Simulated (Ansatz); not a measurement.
## BaAlSiH under a change: pressure 9 GPa

The reference is BaAlSiH (space group P3m1, No. 156; a = 4.3092 Å, c = 5.2163 Å; a cell from a computed database, its experimental status unchecked).

It is then changed as follows: cell and atoms relaxed at a pressure of 9 GPa.

Computed with plane-wave PAW DFT at the r2SCAN+rVV10 level (Ansatz, a quantum-chemistry and plane-wave program, 500 eV), no spin-orbit coupling, earlier PAW set. Settings: 9×9×7 k-points, 0.05 eV Fermi–Dirac smearing.

The volume per atom falls by 2.63 Å³, from 20.97 Å³ to 18.34 Å³ and the density grows by 0.55 g/cm³ to 4.38 g/cm³. The c/a ratio drops by 0.058 to 1.153 and the shortest interatomic distance shrinks by 2.3 pm, from 172.6 pm to 170.3 pm. The enthalpy H = E + PV relative to the base's energy comes out as +1.10 eV/atom and the band gap shrinks by 0.072 eV to 0.88 eV. The smallest direct gap goes up by 0.15 eV (1.40 eV → 1.55 eV) and the width of the top valence band increases by 0.11 eV to 0.97 eV. The hole mass comes out as 0.81 mₑ along k, 1.1 mₑ across (at A).

Final structure:

```xyz
4
Lattice="4.1883 0.0000 0.0000 -2.0942 3.6272 0.0000 0.0000 0.0000 4.8284" Properties=species:S:1:pos:R:3 pbc="T T T"
Ba     0.0000     0.0000     0.0367
Al     2.0942     1.2091     2.2807
Si     0.0000     2.4181     2.6231
H      2.0942     1.2091     0.5779
```

Load acts through the strain it causes; cell and atoms are relaxed under it. Effective masses come from finite differences of ±0.01 Å⁻¹. Along k means along the line from Γ to the band edge. Stability against distortions was not tested. Competing high-pressure phases were not computed.
